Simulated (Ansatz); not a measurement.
Element substitutions in hypothetical ReO3 type FeBr3

Take FeBr₃ in the ReO3 type structure (space group Pm-3m, No. 221; a = 5.0675 Å; ferromagnetic; a hypothetical phase, not in the database extracts checked) as the base.

Each row replaces one element on all its sites; cell and atoms are relaxed.

The values are results of plane-wave PAW DFT at the PBE level (Ansatz, a program for electronic structure, 420 eV), without spin-orbit coupling, not measurements.

```
variant  shortest interatomic distance     density
-------  -----------------------------  ----------
base                           2.534 Å  3.77 g/cm³
Fe → Ni                              ?           ?
Br → As                        2.318 Å           ?
Fe → Pd                        2.569 Å  4.24 g/cm³
Fe → Tl                              ?  4.12 g/cm³
```

Problem. What belongs in the blanks?

Solution. 
- Fe → Ni, shortest interatomic distance: 2.461 Å
- Fe → Ni, density: 4.16 g/cm³
- Br → As, density: 4.67 g/cm³
- Fe → Tl, shortest interatomic distance: 2.817 Å

No phonon test of stability was made. As relaxed here, NiBr3, FeAs3, PdBr3 and TlBr3 are hypothetical phases, not in the database extracts checked. Starting moments died away, wholly or in part, for Fe → Ni; another magnetic solution may exist. No Hubbard U is applied and the magnetic state is the run's own (NiBr3 non-magnetic; FeBr3 ferromagnetic); other magnetic orders, which need larger cells, were not tried and can change the gap. Spin-polarised in the final run: base and FeAs3; the other runs are not. An odd electron count without spin: NiBr3 and PdBr3. PdBr3 has a high density of states at the Fermi level and may be magnetic at this level.
